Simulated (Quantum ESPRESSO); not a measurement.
Input and output of a self-consistent single point for NiGePd (P4/nmm, 6 atoms in the cell) (Quantum ESPRESSO).

Method of the run: PBEsol, PSlibrary ultrasoft (PBE) pseudopotentials (plane waves; Quantum ESPRESSO).

The change in words: lattice scaled by 0.98. Reference geometry:
```yaml
crystal:
  lattice:
    - [3.61740, 0.00000, 0.00000]
    - [0.00000, 3.61740, 0.00000]
    - [0.00000, 0.00000, 6.22999]
  atoms:
    - { symbol: Ni, position: [0.50000, 0.50000, 0.00000] }
    - { symbol: Ni, position: [0.00000, 0.00000, 0.00000] }
    - { symbol: Ge, position: [0.50000, 0.00000, 0.24401] }
    - { symbol: Ge, position: [0.00000, 0.50000, 0.75599] }
    - { symbol: Pd, position: [0.50000, 0.00000, 0.63975] }
    - { symbol: Pd, position: [0.00000, 0.50000, 0.36025] }
```

Reference input (self-consistent single point, DFT, PBEsol, plane waves, PSlibrary ultrasoft (PBE) pseudopotentials): ecutwfc = 50 Ry; ecutrho = 600 Ry; occupations = smearing; smearing = gaussian; degauss = 0.0099958 Ry; input_dft = pbesol; K_POINTS = automatic 7 7 5 0 0 0; conv_thr = 1e-10 Ry. This run's input differs from it in these lines:

```diff
@@ -27,5 +27,5 @@
 CELL_PARAMETERS bohr
-   6.835897173     0.000000000     0.000000000
-   0.000000000     6.835897173     0.000000000
-   0.000000000     0.000000000    11.772967300
+   6.699179267     0.000000000     0.000000000
+   0.000000000     6.699179267     0.000000000
+   0.000000000     0.000000000    11.537507425
 ATOMIC_POSITIONS crystal
```

Log, with long lists cut:

```
     Self-consistent Calculation

     iteration #  1     ecut=    50.00 Ry     beta= 0.70

     total energy              =    -356.54389770 Ry
     estimated scf accuracy    <       3.37859618 Ry

     iteration #  2     ecut=    50.00 Ry     beta= 0.70

     total energy              =    -348.44546866 Ry
     estimated scf accuracy    <     157.91231443 Ry

     iteration #  3     ecut=    50.00 Ry     beta= 0.70

     total energy              =    -359.01465776 Ry
     estimated scf accuracy    <       1.09851552 Ry

   [... 16 blocks of this kind left out ...]

     iteration # 20     ecut=    50.00 Ry     beta= 0.70

     total energy              =    -359.15905457 Ry
     estimated scf accuracy    <          1.4E-10 Ry

     iteration # 21     ecut=    50.00 Ry     beta= 0.70
     End of self-consistent calculation

     the Fermi energy is    14.2366 ev

!    total energy              =    -359.15905457 Ry
     estimated scf accuracy    <          3.4E-11 Ry
     smearing contrib. (-TS)   =      -0.00047315 Ry
     internal energy E=F+TS    =    -359.15858142 Ry

     convergence has been achieved in  21 iterations

     Forces acting on atoms (cartesian axes, Ry/au):

     atom    1 type  1   force =     0.00000000    0.00000000    0.00000000
     atom    2 type  1   force =     0.00000000    0.00000000    0.00000000
     atom    3 type  2   force =     0.00000000    0.00000000    0.01424576
     atom    4 type  2   force =     0.00000000    0.00000000   -0.01424576
     atom    5 type  3   force =     0.00000000    0.00000000    0.00355942
     atom    6 type  3   force =     0.00000000    0.00000000   -0.00355942

     Total force =     0.020766     Total SCF correction =     0.000003

          total   stress  (Ry/bohr**3)                   (kbar)     P=      107.27
   0.00066811   0.00000000   0.00000000           98.28        0.00        0.00
   0.00000000   0.00066811   0.00000000            0.00       98.28        0.00
   0.00000000   0.00000000   0.00085142            0.00        0.00      125.25

   JOB DONE.
```

The run converged in 21 iterations. Against the reference run the free energy goes up by 22.2 meV/atom, the pressure goes from -2.08 to 10.73 GPa and the largest force goes from 0.197 to 0.366 eV/Å. The full log also holds: “c_bands:  1 eigenvalues not converged”.

The starting cell comes from a database of computed structures (which also holds hypothetical and non-ambient phases and stackings), without a prior relaxation at this level. Its lattice was rescaled by a random factor within 2.5 % of one. For this run, on top of that: lattice scaled by 0.98. Spin polarisation is off. With a pressure of about 11 GPa the cell is away from its equilibrium volume at this level.

Cost on one core of a shared machine: roughly 4 min.
